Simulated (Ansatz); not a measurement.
Seebeck coefficient (μV/K, mean over directions) of n-type AlAs (F-43m) against carrier density, Ansatz (a program for electronic structure) with HSE06, rigid bands. Computed gap 2.09 eV; densities at which minority carriers matter at this gap, or further valleys turn the trend, are left out. Conductivity mass 0.32 mₑ (harmonic mean over directions), N_c = 1.6e19 cm⁻³ at 300 K.

| electron density | 300 K | 500 K |
|---|---|---|
| 1e16 cm⁻³ | -851 | -918 |
| 1e17 cm⁻³ | (withheld) | -720 |
| 1e18 cm⁻³ | -454 | (withheld) |
| 3e18 cm⁻³ | -361 | -428 |
| 1e19 cm⁻³ | -260 | -326 |
| 3e19 cm⁻³ | -175 | (withheld) |
| 1e20 cm⁻³ | -97 | -146 |
| 3e20 cm⁻³ | -52 | -84 |
| 1e21 cm⁻³ | -28 | -46 |

Task: Fill in the missing entries.

Result: 
- 1e17 cm⁻³, 300 K: -652
- 1e18 cm⁻³, 500 K: -522
- 3e19 cm⁻³, 500 K: -235

Rigid bands with a gap fixed in temperature, one relaxation time for all states, no polarons or phonon drag, and whether or not such doping can be reached. Spin-orbit coupling is left out. Geometry: cell and atoms relaxed with PBEsol.
